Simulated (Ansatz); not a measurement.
Consider interstitial Cu in monoclinic ZrO2 strained by +1.5 % along x and y, z held, charge state +1. Computed with PBE, PAW (plane waves to 420 eV; Ansatz, a program for electronic structure).

Settings: 96 host sites, the strained lattice (strain from the relaxed PBE one, atoms relaxed), the Γ point alone, smearing 0.01 eV, spin-restricted, no image-charge correction. Static, classical nuclei. The charge state is imposed; whether it is stable for some Fermi level was not computed. Sites that were not tried may lie lower.

Barriers: single points on a 2×2×2 k-point mesh shifted by half a step at the bands' geometries.

Relaxed starting cell (atoms counted from 1):

```
CuZr32O64
1.0
   10.53436     0.00000     0.00000
    0.00000    10.64080     0.00000
   -1.83419     0.00000    10.60481
Zr O Cu
32 64 1
Cartesian
  0.77897   2.40526   3.76524
 -0.12185   2.43502   9.06583
  0.78291   7.72994   3.77610
 -0.12965   7.74433   9.07438
  6.06622   2.42685   3.77539
  5.13983   2.42455   9.05733
  6.04588   7.72960   3.77347
  5.15477   7.74206   9.06174
  3.55102   3.05205   1.49816
  2.63601   2.89519   6.83349
  3.50414   8.18145   1.57772
  2.61842   8.18539   6.86585
  8.83410   2.92033   1.54094
  7.89916   2.89739   6.83767
  8.82677   8.21258   1.55009
  7.90337   8.21029   6.83089
  3.08958   5.07645   4.20368
  2.19561   5.10499   9.46058
  3.04878  10.34557   4.30378
  2.18731  10.39327   9.44918
  8.35571   5.07822   4.18980
  7.44188   5.07361   9.48125
  8.35837  10.39077   4.19013
  7.46690  10.40048   9.45899
  1.22108   0.21297   1.10322
  0.31105   0.23790   6.43511
  1.23143   5.57682   1.10463
  0.31679   5.55091   6.41258
  6.66491   0.23761   1.07208
  5.60978   0.24143   6.41501
  6.54035   5.59181   1.11584
  5.59777   5.55808   6.41995
 -0.44000   0.91017   4.51438
 -1.33874   0.90868   9.80519
 -0.45101   6.21833   4.51004
 -1.37135   6.25113   9.81103
  4.81758   0.91305   4.49847
  3.93501   0.90488   9.80955
  4.82220   6.23333   4.51981
  3.92253   6.25663   9.80451
  4.79235   4.46601   0.77778
  3.87025   4.38912   6.09695
  4.84166   9.68781   0.81341
  3.86765   9.70620   6.14055
 10.05666   4.40167   0.79203
  9.12841   4.39188   6.09764
 10.04854   9.71591   0.78982
  9.12490   9.72218   6.10590
  4.33352   3.59670   3.42677
  3.41061   3.58262   8.74705
  4.29043   8.85985   3.49186
  3.41026   8.89589   8.76515
  9.60712   3.56464   3.45811
  8.67957   3.58060   8.75076
  9.58585   8.88468   3.46352
  8.68775   8.89954   8.74452
  0.04378   1.74170   1.86611
 -0.90125   1.74209   7.16910
  0.00223   7.04901   1.86857
 -0.89488   7.05660   7.16294
  5.36351   1.83520   1.78940
  4.36743   1.73684   7.15553
  5.27540   7.06540   1.86515
  4.36177   7.05058   7.16920
  1.50578   3.92455   5.15228
  0.59100   4.00265  10.44647
  1.47305   9.23105   5.22110
  0.60688   9.29387  10.47900
  6.76280   3.94213   5.15554
  5.85199   3.95990  10.46198
  6.76485   9.26469   5.15477
  5.86016   9.30128  10.45666
  2.84710   1.43080   0.14790
  1.91978   1.34110   5.44998
  2.82631   6.71063   0.14144
  1.92440   6.66309   5.44637
  8.16771   1.38543   0.12442
  7.19362   1.36582   5.43585
  8.11425   6.71040   0.14089
  7.19323   6.67705   5.44312
  2.44476   1.22301   2.78825
  1.47122   1.28590   8.10046
  2.38632   6.60230   2.78896
  1.47331   6.62285   8.09634
  7.66767   1.29276   2.78258
  6.73736   1.28730   8.08264
  7.64865   6.61846   2.79159
  6.73558   6.60801   8.09310
  1.95483   4.03414   2.50063
  1.04662   4.02858   7.80275
  1.87417   9.28425   2.55664
  1.04071   9.34942   7.83543
  7.24598   4.04040   2.50981
  6.31139   4.02266   7.80806
  7.24336   9.35901   2.50233
  6.32125   9.34488   7.80518
  3.99133   0.39172   1.87402
```
Cell charge +1.

End state 1 differs by these moves (Å; atoms that move under 0.08 Å are left out):

| atom | element | Δx | Δy | Δz |
|---|---|---|---|---|
| 6 | Zr | 0.15 | -0.01 | -0.03 |
| 9 | Zr | -0.05 | -0.10 | 0.16 |
| 18 | Zr | -0.07 | 0.01 | 0.07 |
| 19 | Zr | 0.04 | 0.05 | -0.12 |
| 20 | Zr | -0.01 | -0.15 | 0.00 |
| 29 | Zr | -0.14 | -0.01 | 0.05 |
| 38 | O | 0.05 | -0.09 | -0.07 |
| 41 | O | -0.05 | -0.03 | 0.06 |
| 61 | O | -0.09 | -0.10 | 0.06 |
| 66 | O | -0.09 | 0.01 | 0.07 |
| 67 | O | 0.03 | 0.03 | -0.07 |
| 81 | O | -0.07 | 0.09 | 0.01 |
| 89 | O | -0.03 | 0.03 | 0.07 |
| 91 | O | 0.09 | 0.09 | -0.05 |
| 97 | Cu | 0.46 | 1.87 | -2.65 |

Problem. What forward and backward barriers to end state 1 does PBE, PAW give?

Solution. forward 1.31 eV, backward 1.31 eV; at the saddle point atom 97 has neighbours O at 1.85, O at 1.88, O at 1.98, O at 2.16 Å. The saddle point's order was not checked.

End state 2 differs by these moves (Å; atoms that move under 0.08 Å are left out):

| atom | element | Δx | Δy | Δz |
|---|---|---|---|---|
| 7 | Zr | 0.02 | -0.14 | 0.03 |
| 9 | Zr | 0.02 | -0.14 | 0.03 |
| 19 | Zr | -0.10 | 0.05 | -0.07 |
| 29 | Zr | -0.10 | 0.05 | -0.07 |
| 81 | O | -0.07 | 0.06 | 0.01 |
| 85 | O | 0.07 | 0.06 | -0.04 |
| 91 | O | 0.07 | 0.06 | -0.04 |
| 95 | O | -0.07 | 0.06 | 0.01 |
| 97 | Cu | 1.63 | -0.79 | 1.55 |

Problem. Estimate the forward and backward barriers to end state 2 that PBE, PAW returns for this input.

Solution. forward 0.29 eV, backward 0.29 eV; at the saddle point atom 97 has neighbours 2 O at 1.99, O at 2.12, O at 2.13; 2 Zr at 2.56 Å. The saddle point's order was not checked, and it lies on a symmetry element of the cell, where a band can be held.
